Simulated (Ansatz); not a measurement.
For CsCl-type AuCd, LDA (Ansatz, an electronic-structure program, plane waves, PAW) gives:

| Property | Value |
|---|---|
| lattice parameter a | 3.280 Å |
| formation enthalpy | -0.187 eV/atom |

Task: What does r²SCAN (plane waves, PAW; Ansatz) give for the same quantities?

Result: 
- lattice constant a: 3.352 Å (grows by 2.2 %)
- formation enthalpy: -0.208 eV/atom (moves by -0.021 eV/atom)

For comparison: lattice constant a 3.32 Å (measured, temperature not stated, copied from a table, unchecked, not corrected to a static lattice; as tabulated in Monatshefte fuer Chemie und verwandte Teile anderer Wissenschaften 114, 1177 (1983)).

Changes are worked out from the printed values.

Unless a cell is named, each level is at its own relaxed cell (LDA 17.65, r²SCAN 18.83 Å³/atom).

Levels without +SOC leave out spin–orbit coupling, which shifts energies and cells of such heavy elements.

Ansatz's density-functional and Hartree–Fock values are scalar-relativistic unless marked +SOC, with PAW data made under PBE.
